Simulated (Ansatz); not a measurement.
Mn3SiN in the anti-perovskite structure (space group Pm-3m, No. 221; ferromagnetic; a hypothetical phase, not in the database extracts checked)

```
CELL_PARAMETERS angstrom
      3.67680     0.00000     0.00000
      0.00000     3.67680     0.00000
      0.00000     0.00000     3.67680
ATOMIC_POSITIONS crystal
  Mn 0.00000 0.50000 0.50000
  Mn 0.50000 0.00000 0.50000
  Mn 0.50000 0.50000 0.00000
  Si 0.00000 0.00000 0.00000
  N  0.50000 0.50000 0.50000
```

Method: PBEsol, PAW, 420 eV (Ansatz, an electronic-structure program; no SOC). Settings: 13×13×13 k-points, 0.05 eV Fermi–Dirac smearing.

| Item | Value |
|---|---|
| Volume per atom | 9.94 Å³ |
| Density | 6.91 g/cm³ |
| Band gap | zero |
| Magnetic state | ferromagnetic |
| Total energy | -2521.697 eV/atom (σ→0; compares only within this code and set-up) |

Other magnetic orders, which the real material may have, were not ruled out. No phonon test of stability was made.
